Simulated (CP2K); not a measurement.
Band structure of Sr2CdCuS2O2 (I-4m2, 8 atoms in the cell).

```yaml
crystal:
  lattice:
    - [10.14022, 0.00000, 0.00000]
    - [8.60323, 5.36736, 0.00000]
    - [-9.37172, -2.68368, 2.79154]
  atoms:
    - { symbol: Sr, position: [0.58782, 0.58782, 0.00000] }
    - { symbol: Sr, position: [0.41218, 0.41218, 0.00000] }
    - { symbol: Cd, position: [0.25000, 0.75000, 0.50000] }
    - { symbol: Cu, position: [0.00000, 0.00000, 0.00000] }
    - { symbol: S, position: [0.83658, 0.83658, 0.00000] }
    - { symbol: S, position: [0.16342, 0.16342, 0.00000] }
    - { symbol: O, position: [0.49879, 0.99879, 0.50000] }
    - { symbol: O, position: [0.00121, 0.50121, 0.50000] }
```

Computed with CP2K 2026.2 with LDA (Pade form), GPW, DZVP-MOLOPT-SR-GTH basis, GTH-PADE potentials (GTH_POTENTIALS).

Settings: CUTOFF = 600 Ry; REL_CUTOFF = 40 Ry; SMEAR/METHOD = FERMI_DIRAC; ELECTRONIC_TEMPERATURE = 580.23 K; KPOINTS/SCHEME = MONKHORST-PACK 5 5 5; XC_FUNCTIONAL = PADE; Sr/BASIS_SET = DZVP-MOLOPT-SR-GTH-q10; Sr/POTENTIAL = GTH-PADE-q10; Cd/BASIS_SET = DZVP-MOLOPT-SR-GTH-q12; Cd/POTENTIAL = GTH-PADE-q12; Cu/BASIS_SET = DZVP-MOLOPT-SR-GTH-q11; Cu/POTENTIAL = GTH-PADE-q11; S/BASIS_SET = DZVP-MOLOPT-SR-GTH-q6; S/POTENTIAL = GTH-PADE-q6.

The starting cell comes from a database of computed structures (which also holds hypothetical and non-ambient phases and stackings), without a prior relaxation at this level. Spin polarisation is off; with an odd number of electrons in the cell that forces a metal, and a magnetic state may lie lower. Values carry the incompleteness of an atom-centred basis.

Levels in eV from the Fermi level, bands 30 to 35:
| point | 30 | 31 | 32 | 33 | 34 | 35 |
|---|---|---|---|---|---|---|
| Γ | -1.39 | -1.39 | -1.03 | -0.45 | -0.45 | 1.44 |
| X | -1.05 | -0.89 | -0.76 | -0.76 | 2.00 | 2.95 |
| Y | -1.04 | -0.89 | -0.77 | -0.76 | 1.98 | 2.93 |
| S | -1.16 | -1.07 | -0.83 | -0.60 | -0.42 | 2.38 |
| Z | -1.22 | -1.22 | -1.14 | -0.52 | -0.52 | 2.04 |
| S1 | -1.16 | -1.07 | -0.83 | -0.60 | -0.42 | 2.38 |
| N | -1.16 | -1.07 | -0.86 | -0.60 | -0.41 | 2.37 |
| P | -1.08 | -0.89 | -0.76 | -0.76 | 2.00 | 2.96 |
| Y1 | -1.04 | -0.89 | -0.77 | -0.76 | 1.98 | 2.93 |

Bands cross the Fermi level along this path, so the cell is metallic at this level.

Higher empty bands are left out: an atom-centred basis made for the valence describes them poorly.
